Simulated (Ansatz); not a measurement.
Metal contacts to MgO-rs

Periodic stacks without vacuum, cut from bulk faces, the film strained to the host, the lowest start of each (left out: tilted potentials, unlike interfaces, a Fermi level in a band); PBE edges.

The numbers are results of PBE (plane waves to 420 eV, PAW; Ansatz, an electronic-structure program), not measurements. No spin–orbit coupling; the runs are not spin-polarised.

```json
[
 {"contact": "rock-salt HfN (0 0 1) on rock-salt MgO (0 0 1)", "faces of host and metal": "MgO/MgO, HfN/HfN", "film strain (%)": "+4.6", "spacing (Å)": "2.40", "hole barrier (eV)": "3.40", "electron barrier (eV)": "1.07"},
 {"contact": "fcc Cu (1 1 1) on rock-salt MgO (1 1 1)", "faces of host and metal": "O/O, Cu/Cu", "film strain (%)": "+1.5", "spacing (Å)": "1.40", "hole barrier (eV)": "0.96", "electron barrier (eV)": "3.51"},
 {"contact": "fcc Pb (1 1 1) on rock-salt MgO (1 1 1)", "faces of host and metal": "O/O, Pb/Pb", "film strain (%)": "-2.5", "spacing (Å)": "1.55", "hole barrier (eV)": "1.31", "electron barrier (eV)": "3.15"},
 {"contact": "fcc Au (0 0 1) on rock-salt MgO (0 0 1)", "faces of host and metal": "MgO/MgO, Au/Au", "film strain (%)": "+2.3", "spacing (Å)": "___", "hole barrier (eV)": "___", "electron barrier (eV)": "___"}
]
```

Question: What belongs in the gaps?

Answer: 
- fcc Au (0 0 1) on rock-salt MgO (0 0 1), spacing (Å): 2.66
- fcc Au (0 0 1) on rock-salt MgO (0 0 1), hole barrier (eV): 1.69
- fcc Au (0 0 1) on rock-salt MgO (0 0 1), electron barrier (eV): 2.78
